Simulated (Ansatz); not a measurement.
IrRhN2 (model structure, started from the PtCoO2 type, R-3m, No. 166, 4 atoms in the cell) was calculated with r²SCAN in Ansatz (PAW).

Excerpt of the program's output:

```
Relaxation: its limit of steps is 80 (relax.max_steps)
Crystal: 4 atoms, lattice volume = 46.747 Å³
Basis set: ecut = 560 eV, 1411 PW (Γ), FFT grids on a1−a3, a2−a3, a3, exchange–correlation on 72×72×162 points (27 copies of the dense FFT grid, shifted against one another)
Bands: 27, of which v1, the nominal top of the filled ones, is band 22 counted from 1 (21 counted from 0)
Symmetry: 12 space group operations
Space group: R-3m (ITA 166), of the structure as read, at distance tolerance 3.6e-5 Å
k-points: 1024 of 10648
Functional: x = r2scan, c = r2scan; τ floored in thin density (d = 2e-4 eV/Å³)
SCF iter   1: F=—  HF=-19130.964962 eV  |F-HF|=—  |Δ(HF+E_count)|=         —  Δρ=2.08e-2  dr2=1.48e-1  dr2_τ=2.38e-1
SCF iter   2: F=—  HF=-19131.052715 eV  |F-HF|=—  |Δ(HF+E_count)|=   8.78e-2  Δρ=1.11e-2  dr2=9.53e-2  dr2_τ=1.71e-2
  ...
SCF 1 converged in 9 iterations: F = -19131.049885 eV  dr2 = 4.67e-8
Crystal: 4 atoms, lattice volume = 46.747 Å³
Basis set: ecut = 560 eV, 1409 PW (Γ), FFT grids on a1−a3, a2−a3, a3, exchange–correlation on 72×72×162 points (27 copies of the dense FFT grid, shifted against one another)
Initial density: handed on by an earlier stage of this run
SCF 2 converged in 6 iterations: F = -19131.053723 eV  dr2 = 3.09e-7
Crystal: 4 atoms, lattice volume = 46.747 Å³
SCF 3 converged in 7 iterations: F = -19131.054118 eV  dr2 = 1.97e-8
Crystal: 4 atoms, lattice volume = 46.747 Å³
SCF 4 converged in 6 iterations: F = -19131.054125 eV  dr2 = 2.54e-9
Crystal: 4 atoms, lattice volume = 46.747 Å³
Basis set: ecut = 560 eV, 1409 PW (Γ), FFT grids on a1−a3, a2−a3, a3, exchange–correlation on 72×72×150 points (27 copies of the dense FFT grid, shifted against one another)
SCF iter   7: F=—  HF=-19131.054117 eV  |F-HF|=—  |Δ(HF+E_count)|=  4.00e-11  Δρ=1.17e-7  dr2=2.02e-11  dr2_τ=2.24e-12
SCF iter   8: F=-19131.054117 eV  HF=-19131.054117 eV  |F-HF|=1.46e-11  |Δ(HF+E_count)|=  1.82e-11  Δρ=3.59e-8  dr2=2.28e-13  dr2_τ=3.57e-14
SCF 5 converged in 8 iterations: F = -19131.054117 eV  dr2 = 2.28e-13
SCF converged after 8 iterations
Free energy (F): -19131.054117 eV
Internal energy: -19131.023375 eV  (E = F + TS)
E sigma→0 (E₀):  -19131.038746 eV
Fermi energy:    16.259626 eV
--- Forces (eV/Å), atoms counted from 1 ---
  atom   1  Ir    -0.00000000     0.00000000    -0.00000000
  atom   2  Rh    -0.00000000     0.00000000    -0.00000000
  atom   3  N     -0.00000000     0.00000000    -0.00199453
  atom   4  N      0.00000000    -0.00000000     0.00199453
--- Stress (GPa, compression-positive) ---
       -4.050418       0.000000      -0.000000
        0.000000      -4.050418      -0.000000
       -0.000000      -0.000000      -4.021231
  P = ⅓ Tr σ = -4.0407 GPa (-40.407 kbar)
```

Problem. Write an input file that could have produced this run (the log leaves some choices open).

Solution. Several could match; the one computed here: 
Ansatz 0.2 input:
```yaml
crystal:
  lattice:
    - [1.4691285731, 0.8482017771, 6.2523378498]
    - [-1.4691285731, 0.8482017771, 6.2523378498]
    - [0.0, -1.6964035543, 6.2523378498]
  atoms:
    - { symbol: Ir, position: [0.5, 0.5, 0.5] }
    - { symbol: Rh, position: [0.0, 0.0, 0.0] }
    - { symbol: N, position: [0.8962778494, 0.8962778494, 0.8962778494] }
    - { symbol: N, position: [0.1037221506, 0.1037221506, 0.1037221506] }
basis:
  ecutwfc: 560
  ecutrho_ratio: 4
  xc_grid: 3
kpoints:
  mp_grid: { grid: [22, 22, 22] }
hamiltonian:
  xc: r2scan
  dispersion: none
  pseudopotentials: { kind: paw }
scf:
  occupations: { method: fermi_dirac, width: 0.05 }
output:
  forces: true
  stress: true
  eigenvalues: true
relax:
  f_tol: 0.004
  escape_saddle: false
  max_steps: 80
  cell: { stress_tol: 0.02, fix: [volume] }
```

The cell is one volume of an energy–volume scan, off the minimum.

The PAW data were made under PBE.

Note: the run has no spin polarisation, so it can have missed a magnetic state. Note: the relaxation could raise the start's symmetry but not lower it, so the cell can be a saddle point.

Cost on a shared machine: roughly 5 core-minutes.

A model structure was made by putting elements into a prototype or built by hand; it is no filed structure, need not be a known phase, and can be a saddle point held by its symmetry.

Ansatz is a program for electronic structure.
